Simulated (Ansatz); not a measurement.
# A computed series for RuSi: pressure series

Consider RuSi (space group P2_13, No. 198).

```xyz
8
Lattice="4.7064 0.0000 0.0000 0.0000 4.7064 0.0000 0.0000 0.0000 4.7064" Properties=species:S:1:pos:R:3 pbc="T T T"
Ru     0.6093     0.6093     0.6093
Ru     2.9625     1.7439     4.0971
Ru     4.0971     2.9625     1.7439
Ru     1.7439     4.0971     2.9625
Si     3.9421     3.9421     3.9421
Si     1.5889     3.1174     0.7642
Si     0.7642     1.5889     3.1174
Si     3.1174     0.7642     1.5889
```

Cell and atoms are relaxed at each pressure.

Level of theory: Ansatz (a first-principles code), r2SCAN, PAW, cutoff 500 eV, no SOC, earlier PAW set.

```
P (GPa)  V (Å³/atom)
-------  -----------
-2.00         13.152
-1.00         13.091
1.80          12.928
4.20          12.798
8.99          12.561
30.00         11.763
```

**Question.** Fit a third-order Birch–Murnaghan equation of state.

**Answer.** Least squares on P(V) = (3B₀/2)[(V₀/V)^(7/3) − (V₀/V)^(5/3)]·[1 + (3/4)(B₀′ − 4)((V₀/V)^(2/3) − 1)] gives V₀ = 13.03 Å³/atom, B₀ = 222 GPa and B₀′ = 5.5.

Load acts through the strain it causes; cell and atoms are relaxed under it. Whether these cells are dynamically stable was not tested. No other phases were tried under pressure.
